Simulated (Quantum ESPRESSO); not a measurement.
Quantum ESPRESSO is run on SrMg6Sn (Amm2, 8 atoms in the cell), and the run fails. The aim is a self-consistent single point with DFT, LDA (PZ), plane waves, GBRV 1.5 ultrasoft (LDA) pseudopotentials.

Input:

```fortran
&CONTROL
   calculation = 'scf',
   prefix = 'scf',
   outdir = './out',
   pseudo_dir = './',
   verbosity = 'high',
   tprnfor = .true.,
   tstress = .true.,
/
&SYSTEM
   ibrav = 0,
   nat = 8,
   ntyp = 3,
   ecutwfc = 40,
   ecutrho = 200,
   occupations = 'smearing',
   smearing = 'marzari-vanderbilt',
   degauss = 0.0147,
&ELECTRONS
   conv_thr = 1.0d-10,
   mixing_beta = 0.3,
/
ATOMIC_SPECIES
Sr    87.6200  sr_lda_v1.uspp.F.UPF
Mg    24.3050  mg_lda_v1.4.uspp.F.UPF
Sn   118.7100  sn_lda_v1.4.uspp.F.UPF
ATOMIC_POSITIONS {angstrom}
Sr    2.6020200000    0.0000000000    7.8669828642
Mg    0.0000000000   -1.8609509028    6.7626349968
Mg    0.0000000000    1.8609509028    6.7626349968
Mg    0.0000000000    0.0000000000    3.9017006660
Mg    2.6020200000   -1.7383151610    4.9307360912
Mg    2.6020200000    1.7383151610    4.9307360912
Mg    2.6020200000    0.0000000000    1.8938381104
Sn    0.0000000000    0.0000000000    9.8742588743
K_POINTS {automatic}
4 3 3  0 0 0
CELL_PARAMETERS {angstrom}
   5.2040400000     0.0000000000     0.0000000000
   0.0000000000     3.4428900000     5.8654550000
   0.0000000000    -3.4428900000     5.8654550000
```

Log, with long lists cut:

```
     This program is part of the open-source Quantum ESPRESSO suite
     for quantum simulation of materials; please cite

 %%%%%%%%%%%%%%%%%%%%%%%%%%%%%%%%%%%%%%%%%%%%%%%%%%%%%%%%%%%%%%%%%%%%%%%%%%%%%%
     Error in routine  read_namelists (1):
      bad line in namelist &system: "&ELECTRONS" (error could be in the previous line)
 %%%%%%%%%%%%%%%%%%%%%%%%%%%%%%%%%%%%%%%%%%%%%%%%%%%%%%%%%%%%%%%%%%%%%%%%%%%%%%

     stopping ...
```

Q: Read the log: what does the program object to, and what is the fix?

A: The fault is a namelist without its closing slash. The reader runs on into the next namelist. To fix it, close the namelist. The program stopped before any SCF iteration.

An input that runs soundly differs in these lines (not the only fix; some lines may just follow from the change or write a value another way):
```diff
+/
```

With that input, the run converged in 13 iterations: free energy E − TS -13326.8648 eV; Fermi level (on the code's own zero) 5.90 eV; pressure -2.33 GPa; largest force (vector length) 0.119 eV/Å (DFT, LDA (PZ), plane waves, GBRV 1.5 ultrasoft (LDA) pseudopotentials).

On the sound input: the starting cell comes from a database of computed structures (which also holds hypothetical and non-ambient phases and stackings), without a prior relaxation at this level.
